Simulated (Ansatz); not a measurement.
LiC12 (P6/mmm): resistivity and electron-phonon coupling

Given:

```
LiC12
1.0
    4.25797     0.00000     0.00000
   -2.12898     3.68751     0.00000
    0.00000     0.00000     6.84932
Li C
1 12
Direct
  0.00000   0.00000   0.00000
  0.66679   0.66679   0.73356
  0.33321   0.33321   0.26644
  0.00000   0.66679   0.73356
  0.00000   0.33321   0.26644
  0.33321   0.00000   0.73356
  0.66679   0.00000   0.26644
  0.33321   0.33321   0.73356
  0.66679   0.66679   0.26644
  0.00000   0.33321   0.73356
  0.00000   0.66679   0.26644
  0.66679   0.00000   0.73356
  0.33321   0.00000   0.26644
```

The numbers are results of LDA, DFPT electron-phonon coupling, linearised Boltzmann equation (plane waves, PAW, scalar-relativistic; Ansatz, a quantum-chemistry and plane-wave program), not measurements. How the cell was made: relaxed with this functional, without spin-orbit coupling.

- resistivity at 300 K: 2.5 (x), 2.5 (y), 19.5 (z) μΩ·cm
- electron mean free path at 300 K (weighted by the current that each state carries): 53 (x), 53 (y), 39 (z) nm
- electron-phonon coupling λ: 0.23
- transport coupling λ_tr: 0.24 (x), 0.24 (y), 0.25 (z)
- logarithmic mean phonon energy: 88 meV
- density of states at the Fermi level: 0.86 states/(eV·spin·cell)
- Tc for μ* = 0.10 (anisotropic Eliashberg): below 1 K
- Tc for μ* = 0.13 (anisotropic Eliashberg): below 1 K

A metal at this level (no band gap). Only scattering by harmonic phonons is included (no impurities, grain boundaries, electron-electron scattering or thermal expansion). Spin-orbit coupling is left out. The squared frequency of the phonon mode least converged on the k mesh is uncertain by about 13 %. The run warned that the eigensolver left some states short of its tolerance. Halving the electron mesh (24x24x12) moves the resistivity by up to 10 % at 300 K, the mean free path by up to 5 %, the coupling by up to 1 %. Smearing 0.20 eV; phonons on a 4x4x2 q mesh, which this run doesn't test and which matters most at low temperature. Tc comes from the anisotropic Migdal-Eliashberg equations with μ*, a chosen number, referred to 140 meV.

Computed structure with no diffraction record at hand here (it may be known, metastable or hypothetical): LiC12 (P6/mmm).
